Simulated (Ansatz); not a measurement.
We consider TiP (model structure, started from the WC type, P-6m2, No. 187, 2 atoms in the cell), described by r²SCAN (PAW; Ansatz, an electronic-structure program).

Run with plane-wave cutoff 560 eV, 18×18×16 k mesh (along the axes of the cell as run), Fermi–Dirac smearing 0.05 eV, no spin polarisation, scalar-relativistic PAW data made under PBE.

Cell (relaxed at this level):

```yaml
crystal:
  lattice:
    - [3.37567, 0.00000, 0.00000]
    - [-1.68783, 2.92341, 0.00000]
    - [0.00000, 0.00000, 3.20025]
  atoms:
    - { symbol: Ti, position: [0.00000, 0.00000, 0.00000] }
    - { symbol: P, position: [0.66667, 0.33333, 0.50000] }
```

Task: Give the computed bulk modulus.

Result: 
* **bulk modulus**: 133 GPa

Note: the run has no spin polarisation, so it can have missed a magnetic state; the bulk modulus is −V dP/dV from two relaxed cells at ±2 % in volume; the relaxation could raise the start's symmetry but not lower it, so the cell can be a saddle point.

The result took about 2.9 core-minutes (a rough figure).

A model structure was made by putting elements into a prototype or built by hand; it is no filed structure, need not be a known phase, and can be a saddle point held by its symmetry.
